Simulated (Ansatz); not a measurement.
The parent structure is CsSnI$_{3}$ in the cubic perovskite structure (space group Pm-3m, No. 221; a = 6.225 Å). Axes: x, y, z lie along the cube axes.

The change: the cell is stretched by 2.47 % along y with no lateral relaxation, atoms relaxed at fixed cell.

The values are results of r2SCAN (Ansatz, an electronic-structure program), no spin-orbit coupling, earlier PAW set, not measurements.

Task: Give the band edges at the high-symmetry points of the new zone, measured from its valence-band maximum.

Result: 
```
point  valence edge (eV)  conduction edge (eV)
-----  -----------------  --------------------
Γ                  -2.26                  2.66
X                  -1.58                  1.30
M                  -0.70                  0.97
Z                  -1.75                  1.26
R                  -0.86                  0.92
A                   0.00                  0.47
```

The gap is 0.47 eV, direct at A.

With I present, leaving out spin-orbit coupling can change the band edges. The cells carry an imposed strain or load. No phonon test of stability was made. Many cubic perovskites are stable only at high temperature; tilts and polar distortions were not tested. k-point labels follow each cell's own Brillouin zone.
